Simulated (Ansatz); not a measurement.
System: CdTe (model structure, P6₂22, No. 180, 6 atoms in the cell). Method: PBE0 (PAW; Ansatz, a program for electronic structure).

Run with plane-wave cutoff 460 eV, 6×6×2 k mesh (along the axes of the cell as run), Fermi–Dirac smearing 0.01 eV, scalar-relativistic PAW data made under PBE.

Cell (relaxed with PBEsol):

```
CdTe
1.0
    4.52258     0.00000     0.00000
   -2.26129     3.91667     0.00000
    0.00000     0.00000    10.26527
Cd Te
3 3
Direct
  0.50003   0.00000   0.66667
  0.00000   0.50003   0.33333
  0.49997   0.49997   0.00000
  0.50002   0.00000   0.16667
  0.00000   0.50002   0.83333
  0.49998   0.49998   0.50000
```

### Question
Predict the band gap and smallest direct gap on the k points sampled.

### Answer

* **band gap**: 1.57 eV (on the SCF k mesh)
* **smallest direct gap on the k points sampled**: 1.64 eV

Note: the relaxation could raise the start's symmetry but not lower it, so the cell can be a saddle point; cell and atoms aren't relaxed at this level (pressure 1.6 GPa).

Spin–orbit coupling is not included; with these elements it can move the gap by several tenths of an eV or more.

Computed values are for the static lattice.

It cost around 4 core-minutes (rough) of CPU time.

A model structure was made by putting elements into a prototype or built by hand; it is no filed structure, need not be a known phase, and can be a saddle point held by its symmetry.
